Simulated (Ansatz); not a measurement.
System: CoCl₂ (R-3m, No. 166). Method: r²SCAN+rVV10 (Ansatz, an electronic-structure program, plane waves, PAW).

Numerical settings: plane-wave cutoff 500 eV, 14×14×14 k mesh, Fermi–Dirac smearing 0.05 eV, spin-polarised start, scalar-relativistic PAW data made under PBE.

Cell (relaxed at this level):

```cif
data_Cl6Co3
_chemical_formula_sum 'Co3 Cl6'
_space_group_name_H-M_alt 'R-3m :H'
_space_group_IT_number 166
_space_group_name_Hall '-R 3 2"'
_cell_length_a 3.52586
_cell_length_b 3.52586
_cell_length_c 17.16423
_cell_angle_alpha 90.000
_cell_angle_beta 90.000
_cell_angle_gamma 120.000
loop_
_atom_site_label
_atom_site_type_symbol
_atom_site_symmetry_multiplicity
_atom_site_Wyckoff_symbol
_atom_site_fract_x
_atom_site_fract_y
_atom_site_fract_z
_atom_site_occupancy
Co1 Co 3 a 0.00000 0.00000 0.00000 1
Cl1 Cl 6 c 0.00000 0.00000 0.25623 1
```
(The calculation used a cell of 3 atoms; values per cell refer to that cell.)

**Question.** Give the computed band gap.

**Answer.** 
* **band gap**: 1.51 eV (on the SCF k mesh)

Note: the magnetic order was assumed, not searched for or taken from measurement; a magnet's gap depends somewhat on the PAW data.

Computed values are for the static lattice.
